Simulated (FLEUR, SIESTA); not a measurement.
A FLEUR input for a self-consistent single point of MnCo (Pm-3m, 2 atoms in the cell) (DFT, PBEsol, all-electron FLAPW (FLEUR), scalar-relativistic valence):

Input of the input generator:

```
MnCo FLAPW
&input film=f /
5.3925224692 0.0000000000 0.0000000000
0.0000000000 5.3925224692 0.0000000000
0.0000000000 0.0000000000 5.3925224692
1.0
1.0 1.0 1.0

2
25 0.0000000000 0.0000000000 0.0000000000 : 4.00
27 0.5000000000 0.5000000000 0.5000000000 : 3.00

&comp jspins=2 /
&exco xctyp='PBEs' /
&kpt div1=12 div2=12 div3=12 gamma=t /
&end /
```

```xml
<?xml version="1.0" encoding="UTF-8" standalone="no"?>
<fleurInput fleurInputVersion="0.39">
   <comment>
      MnCo FLAPW                                                                                          
   </comment>
   <calculationSetup>
      <cutoffs Kmax="4.5" Gmax="22.5" GmaxXC="22.5" numbands="0"/>
      <scfLoop itmax="80" minDistance="0.00001" maxIterBroyd="15" imix="Anderson" alpha="0.05" precondParam="0.0" spinf="2.0"/>
      <coreElectrons ctail="T" frcor="F" kcrel="0" coretail_lmax="0"/>
      <xcFunctional name="PBEs" relativisticCorrections="F"/>
      <magnetism jspins="2"/>
      <soc l_soc="F" theta="0.0" phi="0.0" spav="F"/>
      <expertModes spex="0" secvar="F"/>
      <geometryOptimization l_f="T" forcealpha="1.0" forcemix="BFGS" epsdisp="0.00001" epsforce="0.00001"/>
      <ldaU l_linMix="F" mixParam="0.05" spinf="1.0"/>
   </calculationSetup>
   <cell>
      <bzIntegration valenceElectrons="32.0" mode="gauss" fermiSmearingEnergy="0.00999582">
         <kPointListSelection listName="default-1"/>
         <!-- k-points included here -->
         <xi:include xmlns:xi="http://www.w3.org/2001/XInclude" href="kpts.xml"> </xi:include>
      </bzIntegration>
      <!-- symmetry operations included here -->
      <xi:include xmlns:xi="http://www.w3.org/2001/XInclude" href="sym.xml"> </xi:include>
      <bulkLattice scale="1.0">
         <bravaisMatrix>
            <row-1>    5.3925224692000002     0.0000000000000000     0.0000000000000000</row-1>
            <row-2>    0.0000000000000000     5.3925224692000002     0.0000000000000000</row-2>
            <row-3>    0.0000000000000000     0.0000000000000000     5.3925224692000002</row-3>
         </bravaisMatrix>
      </bulkLattice>
   </cell>
   <atomSpecies>
      <species name="Manganese 4.000" element="Mn" atomicNumber="25">
         <mtSphere radius="2.16" gridPoints="715" logIncrement="0.017"/>
         <atomicCutoffs lmax="8" lnonsphr="6"/>
         <electronConfig flipSpins="F">
            <coreConfig>(1s1/2) (2s1/2) (2p1/2) (2p3/2)</coreConfig>
            <valenceConfig>(3s1/2) (3p1/2) (3p3/2) (4s1/2) (3d3/2) (3d5/2)</valenceConfig>
            <stateOccupation state="(3d3/2)" spinUp="1.5" spinDown="0.5"/>
            <stateOccupation state="(3d5/2)" spinUp="3.0" spinDown="0.0"/>
         </electronConfig>
         <energyParameters s="4" p="4" d="3" f="4"/>
         <lo type="SCLO" l="0" n="3" eDeriv="0"/>
         <lo type="SCLO" l="1" n="3" eDeriv="0"/>
         <lo type="SCLO" l="1" n="3" eDeriv="1"/>
         <lo type="SCLO" l="2" n="3" eDeriv="2"/>
         <lo type="SCLO" l="3" n="4" eDeriv="2"/>
      </species>
      <species name="Cobalt (Co3.000" element="Co" atomicNumber="27">
         <mtSphere radius="2.16" gridPoints="715" logIncrement="0.017"/>
         <atomicCutoffs lmax="8" lnonsphr="6"/>
         <electronConfig flipSpins="F">
            <coreConfig>(1s1/2) (2s1/2) (2p1/2) (2p3/2)</coreConfig>
            <valenceConfig>(3s1/2) (3p1/2) (3p3/2) (4s1/2) (3d3/2) (3d5/2)</valenceConfig>
            <stateOccupation state="(3d3/2)" spinUp="2.0" spinDown="0.8"/>
            <stateOccupation state="(3d5/2)" spinUp="3.0" spinDown="1.2"/>
         </electronConfig>
         <energyParameters s="4" p="4" d="3" f="4"/>
         <lo type="SCLO" l="0" n="3" eDeriv="0"/>
         <lo type="SCLO" l="1" n="3" eDeriv="0"/>
         <lo type="SCLO" l="1" n="3" eDeriv="1"/>
         <lo type="SCLO" l="2" n="3" eDeriv="2"/>
         <lo type="SCLO" l="3" n="4" eDeriv="2"/>
      </species>
   </atomSpecies>
   <atomGroups>
      <atomGroup species="Manganese 4.000">
         <relPos label="                   1">.0000000000 .0000000000 .0000000000</relPos>
         <force calculate="T" relaxXYZ="TTT"/>
      </atomGroup>
      <atomGroup species="Cobalt (Co3.000">
         <relPos label="                   2">1.000/2.000 1.000/2.000 1.000/2.000</relPos>
         <force calculate="T" relaxXYZ="TTT"/>
      </atomGroup>
   </atomGroups>
   <output dos="F" band="F" slice="F">
      <checks vchk="F" cdinf="F"/>
      <bandDOS minEnergy="-.5*Htr" maxEnergy="0.5*Htr" sigma="0.015" storeEVData="T"/>
      <vacuumDOS vacdos="F" integ="F" star="F" nstars="0" locx1="0.0" locy1="0.0" locx2="0.0" locy2="0.0" nstm="0" tworkf="0.0"/>
      <unfoldingBand unfoldBand="F" supercellX="1" supercellY="1" supercellZ="1"/>
      <plotting iplot="0" polar="F">
         <plot TwoD="T" vec1="  1.0  0.0  0.0" vec2="  0.0  1.0  0.0" vec3="  0.0  0.0  1.0" zero="  0.0  0.0  0.0" file="plot"/>
      </plotting>
      <chargeDensitySlicing numkpt="0" minEigenval="0.0" maxEigenval="0.0" nnne="0" pallst="F"/>
      <specialOutput eonly="F"/>
      <magneticCircularDichroism mcd="F" energyLo="-10.0" energyUp="0.0"/>
   </output>
  <!-- We include the file relax.xml here to enable relaxations (see documentation) -->
  <xi:include xmlns:xi="http://www.w3.org/2001/XInclude" href="relax.xml"> <xi:fallback/> </xi:include>
</fleurInput>
```

Task: Write the same calculation as an input for SIESTA.

Result: One input that does it (others would too):

```
# files in the folder: Mn.psml Co.psml (PseudoDojo PBEsol standard)
SystemName  MnCo
SystemLabel siesta

NumberOfAtoms                2
NumberOfSpecies              2
%block ChemicalSpeciesLabel
  1 25 Mn
  2 27 Co
%endblock ChemicalSpeciesLabel
LatticeConstant              1.0 Ang
%block LatticeVectors
     2.853600000    0.000000000    0.000000000
     0.000000000    2.853600000    0.000000000
     0.000000000    0.000000000    2.853600000
%endblock LatticeVectors
AtomicCoordinatesFormat      ScaledCartesian
%block AtomicCoordinatesAndAtomicSpecies
     0.000000000    0.000000000    0.000000000  1
     1.426800000    1.426800000    1.426800000  2
%endblock AtomicCoordinatesAndAtomicSpecies

XC.functional                GGA
XC.authors                   PBEsol
PAO.BasisSize                TZP
PAO.EnergyShift              0.01 Ry
MeshCutoff                   300 Ry
%block kgrid.MonkhorstPack
   12   0   0  0.0
    0  12   0  0.0
    0   0  12  0.0
%endblock kgrid.MonkhorstPack
OccupationFunction           MP
OccupationMPOrder            0
ElectronicTemperature        3156.43 K
Spin                         polarized
%block DM.InitSpin
  1 +4.00
  2 +3.00
%endblock DM.InitSpin

MaxSCFIterations             150
SCF.Mixer.Method             Broyden
SCF.Mixer.Weight             0.1
SCF.Mixer.History            6
SCF.DM.Tolerance             1.0E-05
Diag.ParallelOverK           true
WriteForces                  true
Charge.Mulliken              end
```

Basis, cutoffs, solver keys and any potentials are the target program's own. This input uses DFT, GGA PBEsol, numerical atomic orbitals TZP, PseudoDojo PBEsol standard norm-conserving potentials (rewritten from UPF to PSML). Both were run: size of the net moment 2.01 μB/atom in FLEUR and 2.01 in SIESTA.

On SIESTA: the starting cell comes from a database of computed structures (which also holds hypothetical and non-ambient phases and stackings), without a prior relaxation at this level. The magnetic order is the one reached from the typed start; others were not searched systematically. Values carry the incompleteness of an atom-centred basis. With a pressure of about -15 GPa the cell is away from its equilibrium volume at this level.

On FLEUR: the starting cell comes from a database of computed structures (which also holds hypothetical and non-ambient phases and stackings), without a prior relaxation at this level. The magnetic order is the one reached from the typed start; others were not searched systematically. Values depend on the basis (sphere radii, cutoffs, local orbitals), which need not be converged.
